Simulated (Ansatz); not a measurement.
**Rh: element substitutions**

The reference is Rh in the fcc (Cu type) structure (space group Fm-3m, No. 225).

```yaml
crystal:
  lattice:
    - [0.00000, 1.89010, 1.89010]
    - [1.89010, 0.00000, 1.89010]
    - [1.89010, 1.89010, 0.00000]
  atoms:
    - { symbol: Rh, position: [0.00000, 0.00000, 0.00000] }
```

Each row replaces one element on all its sites; cell and atoms are relaxed.

Levels (all Ansatz, a quantum-chemistry and plane-wave program, PAW, earlier PAW set): PBEsol (420 eV, spin-orbit coupling left out); r2SCAN (500 eV, no spin-orbit coupling); PBEsol+SOC (420 eV, spin-orbit coupling included).

Pressures by level, all at the geometries relaxed with PBEsol:

| case | PBEsol | r2SCAN | PBEsol+SOC |
|---|---|---|---|
| base | 0.0 GPa | 4.6 GPa | 0.2 GPa |
| Rh → B | 0.0 GPa | -0.3 GPa | 0.0 GPa |
| Rh → Sb | 0.0 GPa | ___ | 0.1 GPa |

Question: Some entries are withheld; estimate them.

Answer: 
- Rh → Sb, r2SCAN: 2.6 GPa

Single points use the geometry relaxed with PBEsol. Their cutoffs differ, which shifts pressures a little. Differences between runs with and without spin-orbit coupling are approximate. Stability against distortions was not tested. As relaxed here, B is a hypothetical phase, not in the database extracts checked. The runs without spin-orbit coupling are not spin-polarised. This is not the structure that Sb has at room temperature and ambient pressure.
